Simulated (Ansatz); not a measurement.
The starting structures come from a database of crystals and need not be the phases stable at ambient conditions.

Data:

```yaml
crystal:
  lattice:
    - [3.86348, 0.00000, 0.00000]
    - [-1.93174, 3.34587, 0.00000]
    - [0.00000, 0.00000, 6.34144]
  atoms:
    - { symbol: Al, position: [0.33333, 0.66667, 0.00007] }
    - { symbol: Al, position: [0.66667, 0.33333, 0.50007] }
    - { symbol: P, position: [0.33333, 0.66667, 0.37493] }
    - { symbol: P, position: [0.66667, 0.33333, 0.87493] }
```

Space group of this cell: P6_3mc, wurtzite. The cell is taken as given.

The current runs along the normal of the first two printed vectors, the (001) plane. All runs by Ansatz (a program for electronic structure), plane waves and PAW, without spin-orbit coupling; the base is PBEsol.

```csv
run,mean pressure (GPa),gap (eV),mid-gap κ (1/Å)
base,-0.1,1.83,0.156
all lengths scaled by 0.98,5.8,1.76,0.164
all lengths scaled by 1.02,-4.7,1.88,0.146
lda in place of pbesol,-1.9,1.80,0.154
"lengths across the current scaled by 0.98, ions clamped",3.7,1.84,0.159
"lengths across the current scaled by 1.02, ions clamped",-3.2,1.80,…
"lengths along the current scaled by 0.97, ions clamped",2.8,…,…
"lengths along the current scaled by 1.03, ions clamped",-2.4,1.88,0.146
```

Some entries are withheld; supply them.


- lengths across the current scaled by 1.02, ions clamped, mid-gap κ (1/Å): 0.152
- lengths along the current scaled by 0.97, ions clamped, gap (eV): 1.70
- lengths along the current scaled by 0.97, ions clamped, mid-gap κ (1/Å): 0.162
